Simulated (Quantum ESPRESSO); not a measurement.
Habitual settings against a tight run: ZnCrF6 (R-3, 8 atoms in the cell)

Self-consistent single point.

```
ZnCrF6
1.0
    2.47361     1.42814     4.47697
   -2.47361     1.42814     4.47697
    0.00000    -2.85628     4.47697
Zn Cr F
1 1 6
Direct
  0.00000   0.00000   0.00000
  0.50000   0.50000   0.50000
  0.87047   0.26655   0.60167
  0.12953   0.73345   0.39833
  0.60167   0.87047   0.26655
  0.39833   0.12953   0.73345
  0.26655   0.60167   0.87047
  0.73345   0.39833   0.12953
```
Moments meant for the start (each program seeds them in its own way; μB, in the order of the atoms Zn Cr F F F F F F): 0.0 3.0 0.0 0.0 0.0 0.0 0.0 0.0.

Level of theory: PBEsol+U, GBRV 1.5 ultrasoft (PBESOL) pseudopotentials (plane waves; Quantum ESPRESSO).

Base settings: ecutwfc = 50 Ry; ecutrho = 400 Ry; occupations = smearing; smearing = gauss; degauss = 0.000734986 Ry; nspin = 2; potentials = {Zn: zn_pbesol_v1.uspp.F.UPF, Cr: cr_pbesol_v1.5.uspp.F.UPF, F: f_pbesol_v1.4.uspp.F.UPF}; K_POINTS = automatic 5 5 5 0 0 0; HUBBARD = ortho-atomic; U Cr-3d 3.7 eV; conv_thr = 1e-11 Ry; mixing_beta = 0.4.

Tight run (finer mesh or higher cutoff; not a proven limit): ecutwfc: 50 Ry → 70 Ry; ecutrho: 400 Ry → 560 Ry; conv_thr: 1e-11 Ry → 7.3e-11 Ry; K_POINTS: automatic 5 5 5 0 0 0 → automatic 7 7 7 0 0 0. It gave top of the valence band (on the code's own zero) 2.94 eV; gap on the k-point mesh 1.38 eV; pressure -0.67 GPa; largest force (vector length) 0.122 eV/Å; size of the cell's spin moment 2.00 μB; site moments (μB, in the program's spheres or projections) Zn 0.00, Cr 1.70, F -0.01, F -0.01, F -0.01, F -0.01, F -0.01, F -0.01.

Quick runs, as changes from the base:
- A: the base itself
- B: ecutwfc: 50 Ry → 30 Ry; ecutrho: 400 Ry → 240 Ry; smearing: gauss → cold; degauss: 0.000734986 Ry → 0.0099958 Ry; conv_thr: 1e-11 Ry → 7.3e-06 Ry; K_POINTS: automatic 5 5 5 0 0 0 → automatic 6 6 6 0 0 0
- C: ecutwfc: 50 Ry → 35 Ry; ecutrho: 400 Ry → 280 Ry; K_POINTS: automatic 5 5 5 0 0 0 → automatic 4 4 4 0 0 0
- D: ecutwfc: 50 Ry → 25 Ry; ecutrho: 400 Ry → 200 Ry; degauss: 0.000734986 Ry → 0.019992 Ry; conv_thr: 1e-11 Ry → 7.3e-06 Ry; K_POINTS: automatic 5 5 5 0 0 0 → automatic 2 2 2 1 1 1

Dashes: pressure of B, D, not trusted under this conv_thr with d or f elements; gap of D, left out as unsure on this mesh or at this smearing; time of D, under 30 s.

Gaps are read on each run's own mesh, which may miss the band edges.

The count of work is k-points × plane waves × bands × iterations; it is no time. Core times come from one kind of shared machine and are given to one figure; runs under 30 s give none.

The starting cell comes from a database of computed structures (which also holds hypothetical and non-ambient phases and stackings), without a prior relaxation at this level. Its lattice was rescaled by a random factor within 2.5 % of one. With one magnetic atom in the cell only a parallel order is possible. With U or open f shells several self-consistent states can exist.

```
run  energy less tight (meV/atom)  pressure less tight (GPa)  largest miss in a force vector (eV/Å)  gap on the mesh less tight (eV)  count of work / tight  core time / tight (rough)
---  ----------------------------  -------------------------  -------------------------------------  -------------------------------  ---------------------  -------------------------
A                             2.6                      -0.11                                  0.000                            0.002                   0.24                        0.3
B                           288.0                          –                                  0.069                           -0.017                   0.14                        0.1
C                            38.5                      -4.82                                  0.002                           -0.007                  0.087                        0.1
D                          1715.1                          –                                  0.268                                –                 0.0048                          –
```

Among the runs at the tight run's level, the energy misses run from 2.6 to 1715.1 meV/atom.

Left out of this page: 2 runs of the series outside the window shown, repeating another row's setting, or not comparable.
